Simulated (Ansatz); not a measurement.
Hypothetical Fmmm Cl: point defects

Take a 12-atom supercell of Cl (space group Fmmm, No. 69; a = 3.6037 Å, b = 3.7422 Å, c = 13.9164 Å; a hypothetical phase, not in the database extracts checked) at its relaxed geometry as the base.

One neutral defect a cell, atoms relaxed at fixed cell.

Method: r2SCAN+rVV10/PAW in Ansatz (a quantum-chemistry and plane-wave program), no spin-orbit coupling.

| change | pressure | largest displacement of a host atom from its site in the perfect cell |
|---|---|---|
| perfect supercell | 0.0 GPa | – |
| Cl interstitial (started 2.48 Å from the nearest host atom), symmetric start | 4.7 GPa | 0.78 Å |
| Br on a Cl site | 0.9 GPa | 1.90 Å |
| Li interstitial (started 2.57 Å from the nearest host atom) | 2.8 GPa | 0.08 Å |
| F on a Cl site, symmetric start | -0.2 GPa | 0.60 Å |

In so small a cell the defect repeats every few ångströms: this is an ordered compound, not a dilute defect. Defects with a symmetric start kept the site's symmetry and may sit on a saddle; the others started slightly shaken. The base started in Cmce and relaxed to Fmmm at this level. All final runs are without spin polarisation.
